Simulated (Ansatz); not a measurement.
Band structure of HfW2 (Fd-3m, 6 atoms in the cell).

```xyz
6
Lattice="0.0000 3.7912 3.7912 3.7912 0.0000 3.7912 3.7912 3.7912 0.0000" Properties=species:S:1:pos:R:3 pbc="T T T"
Hf     0.0000     0.0000     0.0000
Hf     1.8956     1.8956     1.8956
W      4.7391     4.7391     4.7391
W      4.7391     2.8434     2.8434
W      2.8434     2.8434     4.7391
W      2.8434     4.7391     2.8434
```

Method of the run: PBEsol, default PAW files made with PBE (plane waves; Ansatz, an electronic-structure program).

Settings: basis.ecutwfc = 30.9 Ry; kpoints.mp_grid.grid = 6 6 6; hamiltonian.xc = pbesol; hamiltonian.pseudopotentials = {kind: paw} (the program's default PAW files); scf.occupations.method = fermi_dirac; scf.occupations.width = 0.0073 Ry; kpoints.band_path.npoints = 16.

The starting cell comes from a database of published, mostly measured structures (it also holds non-ambient and calculated ones), without a prior relaxation at this level. Spin-orbit coupling is off. Spin polarisation is off.

Levels in eV from the Fermi level, bands 51 to 58:
```tsv
point	51	52	53	54	55	56	57	58
Γ	0.12	0.12	0.12	1.23	1.23	1.23	1.86	1.86
X	-1.38	-1.38	-1.23	-1.23	-0.36	-0.36	1.72	1.72
W	-0.99	-0.99	-0.83	-0.83	-0.17	-0.17	0.97	0.97
K	-1.40	-1.36	-0.84	-0.81	-0.17	0.33	1.08	1.16
L	-1.28	-1.21	-1.08	-1.08	1.59	1.59	1.85	1.85
U	-1.40	-1.36	-0.84	-0.81	-0.17	0.33	1.08	1.16
```

Bands cross the Fermi level along this path, so the cell is metallic at this level.

Keys are those of Ansatz 0.2.
